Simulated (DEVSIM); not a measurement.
# Si n+/n-/n+ resistor

Device: Si n+/n-/n+ resistor, at 300 K.

| layer (left to right) | material | thickness (μm) | Nd (cm⁻³) | τn (s) | τp (s) |
|---|---|---|---|---|---|
| 1 | Si | 0.780 | 2e17 | 0.00091 | 0.00091 |
| 2 | Si | 0.0800 | 5.9e14 | 0.00091 | 0.00091 |
| 3 | Si | 0.100 | 1e18 | 0.00091 | 0.00091 |

Left contact: ohmic. Right contact: ohmic. Voltage is applied to the left contact. Recombination: SRH at mid-gap. Gap narrowing is on: ΔEg = 6.92 meV × (l + √(l² + 0.5)), l = ln(N/1.3e17 cm⁻³), shared equally by both band edges. Mobility is μmin + (μ − μmin)/(1 + (N/Nref)^α).

Constants are typed, rounded textbook-type inputs, not results; the design itself was drawn at random and stands for no fabricated device. Values at 300 K.

| parameter | Si |
|---|---|
| gap (eV) | 1.124 |
| affinity (eV) | 4.05 |
| permittivity | 11.7 |
| Nc (cm⁻³) | 2.86e19 |
| Nv (cm⁻³) | 3.1e19 |
| μn (cm²/Vs) | 1417 |
| μp (cm²/Vs) | 470 |
| μn,min | 52 |
| μp,min | 45 |
| Nref,n | 9.7e16 |
| Nref,p | 2.2e17 |
| αn | 0.68 |
| αp | 0.72 |

DEVSIM, 1D drift-diffusion, Boltzmann statistics, complete ionisation; no tunnelling, impact ionisation, image-force lowering or self-heating.

Dark forward current:

(V (V), J (A/cm²)): (0.05, 9100); (0.20, 36000); (0.35, 64000); (0.50, 92000); (0.65, 120000); (0.80, 150000); (0.95, 180000); (1.10, 200000); (1.25, 230000); (1.40, 260000); (1.55, 290000); (1.70, 320000); (1.85, 350000); (2.00, 380000)
